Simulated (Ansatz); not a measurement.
Take CdSe in the wurtzite structure (space group P6_3mc, No. 186) as the base.

```xyz
4
Lattice="4.3019 0.0000 0.0000 -2.1510 3.7256 0.0000 0.0000 0.0000 7.0210" Properties=species:S:1:pos:R:3 pbc="T T T"
Cd     0.0000     2.4837     0.0009
Cd     2.1510     1.2419     3.5115
Se     0.0000     2.4837     2.6390
Se     2.1510     1.2419     6.1495
```

Computed with PBEsol in Ansatz (plane waves to 420 eV, PAW, without spin-orbit coupling).

Strains are applied to the cell and any free atomic positions relax.

One change was made to it. Results:

| quantity | base | after |
|---|---|---|
| mean gap deformation potential ΔEg/Δln V | – | -2.1 eV |
| energy relative to the base (free energy F) | 0 meV/atom | +41 meV/atom |
| width of the top valence band | 1.75 eV | 2.05 eV |

Problem. Name the change that was made.
A. isotropic strain −3.00 %
B. isotropic strain −1.20 %
C. isotropic strain −0.60 %

Solution. A, isotropic strain −3.00 %. For comparison, the energy relative to the base in the other runs: isotropic strain −0.60 % gives +1.5 meV/atom; isotropic strain −1.20 % gives +6.2 meV/atom.

No phonon test of stability was made.

Ansatz is a first-principles code.
